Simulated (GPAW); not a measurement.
Parameter sweep on Mn₂O₃ (R-3c, 10 atoms in the cell)

```yaml
crystal:
  lattice:
    - [2.51760, 1.45354, 4.55513]
    - [-2.51760, 1.45354, 4.55513]
    - [0.00000, -2.90708, 4.55513]
  atoms:
    - { symbol: Mn, position: [0.14951, 0.14951, 0.14951], spin: 4.0 }
    - { symbol: Mn, position: [0.85049, 0.85049, 0.85049], spin: 4.0 }
    - { symbol: Mn, position: [0.35049, 0.35049, 0.35049], spin: 4.0 }
    - { symbol: Mn, position: [0.64951, 0.64951, 0.64951], spin: 4.0 }
    - { symbol: O, position: [0.94655, 0.25000, 0.55345] }
    - { symbol: O, position: [0.05345, 0.75000, 0.44655] }
    - { symbol: O, position: [0.55345, 0.94655, 0.25000] }
    - { symbol: O, position: [0.44655, 0.05345, 0.75000] }
    - { symbol: O, position: [0.25000, 0.55345, 0.94655] }
    - { symbol: O, position: [0.75000, 0.44655, 0.05345] }
```
(The spins are starting values, not results.)

Base run A: PBEsol+U, GPAW PAW datasets PBEsol (made by gpaw-setup) (GPAW 25.7.0), self-consistent single point.

Its settings: spinpol = true; mode = pw; ecut = 900 eV; xc = PBEsol; setups = {Mn: :d,3.9}; kpts = 4 4 4; mesh shift (steps) = 0 0 0; occupations.name = marzari-vanderbilt; occupations.width = 0.2 eV; nbands = -18; convergence.density = 1e-05 e/electron; symmetry.symmorphic = false; symmetry.tolerance = 0.0005; maxiter = 120.

The starting cell comes from a database of computed structures (which also holds hypothetical and non-ambient phases and stackings), without a prior relaxation at this level. Its lattice was rescaled by a random factor within 2.5 % of one. The magnetic order is the one reached from the typed start; others were not searched systematically. With U or open f shells several self-consistent states can exist.

ΔF is the free energy per atom less that of run A. 

| run | change | ΔF (meV/atom) | largest force (eV/Å) | size of the net moment (μB/atom) |
|---|---|---|---|---|
| A | base | 0.00 | 0.054 | 1.60 |
| B | lattice scaled by 0.97 | 125.5 | 0.278 | 1.60 |
| C | lattice scaled by 0.97; ecut: 900 eV → 540 eV | 263.7 | 0.278 | 1.60 |
| D | lattice scaled by 0.985 | 46.2 | 0.154 | 1.60 |
| E | lattice scaled by 0.985; ecut: 900 eV → 540 eV | 183.0 | 0.150 | 1.60 |
| F | lattice scaled by 1.015 | -17.8 | 0.049 | 1.60 |
| G | lattice scaled by 1.015; ecut: 900 eV → 540 eV | 118.9 | 0.047 | 1.60 |
| H | lattice scaled by 1.03 | -11.5 | 0.130 | 1.60 |
| I | lattice scaled by 1.03; ecut: 900 eV → 540 eV | 125.9 | 0.120 | 1.60 |
| J | ecut: 900 eV → 540 eV | 137.2 | 0.055 | 1.60 |

Run F against A: The free energy goes down by 17.8 meV/atom, the largest force goes from 0.054 to 0.049 eV/Å and the size of the net moment stays at 1.60 μB/atom.

Run H against A: The free energy falls by 11.5 meV/atom, the largest force goes from 0.054 to 0.130 eV/Å and the size of the net moment stays at 1.60 μB/atom.

Run C against A: The free energy rises by 264 meV/atom, the largest force goes from 0.054 to 0.278 eV/Å and the size of the net moment stays at 1.60 μB/atom.
